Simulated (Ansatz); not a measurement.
The starting structures come from a database of crystals and need not be the phases stable at ambient conditions.

 Where the default PAW files enter, the runs use the earlier of Ansatz's two default sets.

Crystal: RbTl(SO4)2 (R32, not sure to be the ambient phase, 12 atoms a cell, 14.9 Å³ an atom); planes in its conventional cell.

The numbers are results of r2SCAN (plane waves, PAW; Ansatz, a quantum-chemistry and plane-wave program), not measurements.

The gap is the functional's own, uncorrected, and κ follows it; spin-orbit coupling is left out. Mid-gap values are interpolated between the computed energies.

```json
[
 {"plane": "(001)", "area of the cell (Å²)": "20.8", "mid-gap κ (1/Å)": "0.44", "largest κ in the gap (1/Å)": "0.46"},
 {"plane": "(101)", "area of the cell (Å²)": "42.7", "mid-gap κ (1/Å)": "…", "largest κ in the gap (1/Å)": "…"}
]
```

Q: The slowest decay depends on the direction. Supply the withheld values.

A: 
- (101), mid-gap κ (1/Å): 0.40
- (101), largest κ in the gap (1/Å): 0.42
